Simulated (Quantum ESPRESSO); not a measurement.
A self-consistent single point of Sr2H8IrO8 (P2_1/c, 38 atoms in the cell) with Quantum ESPRESSO.

Level of theory: LDA (PZ), PseudoDojo fully relativistic norm-conserving (PBE) pseudopotentials (plane waves; Quantum ESPRESSO 7.5).

```xyz
38
Lattice="5.9162 0.0000 0.0000 0.0000 10.9007 0.0000 -2.3194 0.0000 5.4900" Properties=species:S:1:pos:R:3 pbc="T T T"
Ir     0.0000     0.0000     0.0000
Ir    -1.1597     5.4503     2.7450
Sr     1.3753     4.0596     0.5758
Sr     3.3812     9.5100     2.1691
Sr     2.2215     6.8410     4.9141
Sr     0.2156     1.3907     3.3208
O     -1.9127     1.8379     4.8004
O      4.3498     7.2882     3.4345
O      5.5095     9.0628     0.6895
O     -0.7530     3.6125     2.0554
H      3.2951     2.1692     4.5237
H     -0.8580     7.6196     3.7112
H      0.3017     8.7314     0.9662
H      4.4548     3.2811     1.7788
O      4.6494     0.6758     1.3697
O      0.1070     6.1262     1.3752
O     -1.0527    10.2248     4.1202
O      3.4897     4.7745     4.1147
H      4.1838     1.2209     0.9498
H      0.5727     6.6712     1.7952
H     -0.5870     9.6798     4.5402
H      3.0241     4.2295     3.6948
O      1.4943     0.2725     1.3055
O      3.2622     5.7229     1.4395
O      2.1025    10.6282     4.1845
O      0.3346     5.1778     4.0505
H      2.0722     0.7957     1.0047
H      2.6843     6.2461     1.7403
H      1.5246    10.1049     4.4853
H      0.9125     4.6546     3.7497
O      3.2321     2.4952     0.1076
O      1.5244     7.9455     2.6374
O      0.3647     8.4055     5.3824
O      2.0724     2.9552     2.8526
H      1.5462     2.8887     5.2045
H      0.8909     8.3390     3.0305
H      2.0506     8.0120     0.2855
H      2.7059     2.5617     2.4595
```

Reference input (self-consistent single point, DFT, LDA (PZ), plane waves, GBRV 1.5 ultrasoft (LDA) pseudopotentials): ecutwfc = 40 Ry; ecutrho = 320 Ry; occupations = smearing; smearing = marzari-vanderbilt; degauss = 0.0147 Ry; K_POINTS = automatic 3 2 3 0 0 0; conv_thr = 1e-09 Ry; mixing_beta = 0.7. This run's input differs from it in these lines:

```diff
@@ -16,4 +16,3 @@
    ntyp = 4,
-   ecutwfc = 40,
-   ecutrho = 320,
+   ecutwfc = 85,
    occupations = 'smearing',
@@ -21,2 +20,3 @@
    degauss = 0.0147,
+   input_dft = 'pz',
 /
@@ -27,6 +27,6 @@
 ATOMIC_SPECIES
-Ir   192.2170  ir_lda_v1.2.uspp.F.UPF
-Sr    87.6200  sr_lda_v1.uspp.F.UPF
-O     15.9990  o_lda_v1.2.uspp.F.UPF
-H      1.0080  h_lda_v1.4.uspp.F.UPF
+Ir   192.2170  Ir.upf
+Sr    87.6200  Sr.upf
+O     15.9990  O.upf
+H      1.0080  H.upf
 ATOMIC_POSITIONS alat
```

Log, with long lists cut:

```
     G-vector sticks info
     --------------------
     sticks:   dense  smooth     PW     G-vecs:    dense   smooth      PW
     Sum        6225    6225   1681               252945   252945   35555

     bravais-lattice index     =          -12
     lattice parameter (alat)  =      11.1800  a.u.
     unit-cell volume          =    2389.2519 (a.u.)^3
   [... lines left out ...]

   Cartesian axes

     site n.     atom                  positions (alat units)
         1        Ir     tau(   1) = (   0.0000000   0.0000000   0.0000000  )
         2        Ir     tau(   2) = (  -0.1960213   0.9212581   0.4639795  )
         3        Sr     tau(   3) = (   0.2324687   0.6861899   0.0973336  )
         4        Sr     tau(   4) = (   0.5715101   1.6074480   0.3666459  )
         5        Sr     tau(   5) = (   0.3754888   1.1563263   0.8306254  )
   [... 29 lines left out ...]
        35        H      tau(  35) = (   0.2613437   0.4882668   0.8797051  )
        36        H      tau(  36) = (   0.1505925   1.4095249   0.5122334  )
        37        H      tau(  37) = (   0.3466138   1.3542494   0.0482539  )
        38        H      tau(  38) = (   0.4573650   0.4329913   0.4157256  )

     number of k points=    10  Marzari-Vanderbilt smearing, width (Ry)=  0.0147
                       cart. coord. in units 2pi/alat
        k(    1) = (   0.0000000   0.0000000   0.0000000), wk =   0.1111111
        k(    2) = (   0.0000000   0.0000000   0.3592113), wk =   0.2222222
        k(    3) = (   0.0000000  -0.2713680   0.0000000), wk =   0.1111111
        k(    4) = (   0.0000000  -0.2713680   0.3592113), wk =   0.2222222
        k(    5) = (   0.3333333   0.0000000   0.1408261), wk =   0.2222222
        k(    6) = (   0.3333333   0.0000000   0.5000374), wk =   0.2222222
        k(    7) = (   0.3333333   0.0000000  -0.2183852), wk =   0.2222222
        k(    8) = (   0.3333333  -0.2713680   0.1408261), wk =   0.2222222
        k(    9) = (   0.3333333  -0.2713680   0.5000374), wk =   0.2222222
        k(   10) = (   0.3333333  -0.2713680  -0.2183852), wk =   0.2222222

     Dense  grid:   252945 G-vectors     FFT dimensions: (  72, 128,  72)

     Initial potential from superposition of free atoms

     starting charge     185.9661, renormalised to     186.0000

 %%%%%%%%%%%%%%%%%%%%%%%%%%%%%%%%%%%%%%%%%%%%%%%%%%%%%%%%%%%%%%%%%%%%%%%%%%%%%%
     Error in routine cdiaghg (124):
     S matrix not positive definite
 %%%%%%%%%%%%%%%%%%%%%%%%%%%%%%%%%%%%%%%%%%%%%%%%%%%%%%%%%%%%%%%%%%%%%%%%%%%%%%

     stopping ...
```

The program stopped before any SCF iteration. 

The starting cell comes from a database of published, mostly measured structures (it also holds non-ambient and calculated ones), without a prior relaxation at this level. Its lattice was rescaled by a random factor within 2.5 % of one.
